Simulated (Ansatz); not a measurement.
Start from SnO₂ in the rutile structure (space group P4_2/mnm, No. 136; a = 4.8275 Å, c = 3.2382 Å). Axes: x, y, z lie along a, b, c of the conventional cell.

The change: the cell is compressed by 2.69 % along z with no lateral relaxation; the atoms relax in the strained cell.

Levels (all Ansatz, a first-principles code, PAW): PBE (420 eV, no spin-orbit coupling); r2SCAN (500 eV, spin-orbit coupling left out); HSE06 (420 eV, scalar-relativistic without spin-orbit coupling); PBE+SOC (420 eV, spin-orbit coupling included).

One geometry, relaxed with PBE, under each level:

The valence-band top lists the three highest levels at Γ (Kramers pairs under SOC), from the VBM.

```json
[
 {"level": "PBE", "band gap": "1.05 eV", "lowest conduction level above the VBM at special points": "Γ 1.05 eV; X 4.19 eV; A 4.55 eV; M 4.68 eV", "valence-band top at Γ": "0.00, -0.80, -0.80 eV", "electron mass": "0.18 mₑ along z, 0.21 mₑ across (at Γ)", "pressure": "6.15 GPa"},
 {"level": "r2SCAN", "band gap": "1.70 eV", "lowest conduction level above the VBM at special points": "Γ 1.70 eV; X 4.88 eV; A 5.32 eV; M 5.40 eV", "valence-band top at Γ": "–", "electron mass": "–", "pressure": "-1.53 GPa"},
 {"level": "HSE06", "band gap": "2.77 eV", "lowest conduction level above the VBM at special points": "Γ 2.77 eV; X 6.07 eV; A 6.48 eV", "valence-band top at Γ": "–", "electron mass": "–", "pressure": "–"},
 {"level": "PBE+SOC", "band gap": "1.05 eV", "lowest conduction level above the VBM at special points": "Γ 1.05 eV; X 4.19 eV; A 4.55 eV; M 4.69 eV", "valence-band top at Γ": "0.00, -0.79, -0.81 eV", "electron mass": "0.18 mₑ along z, 0.21 mₑ across (at Γ)", "pressure": "6.11 GPa"}
]
```

Single points use the geometry relaxed with PBE. Their cutoffs differ, which shifts pressures a little. The spin-orbit shifts are approximate. Masses are band curvatures over ±0.01 Å⁻¹ around the edge. Whether these cells are dynamically stable was not tested.
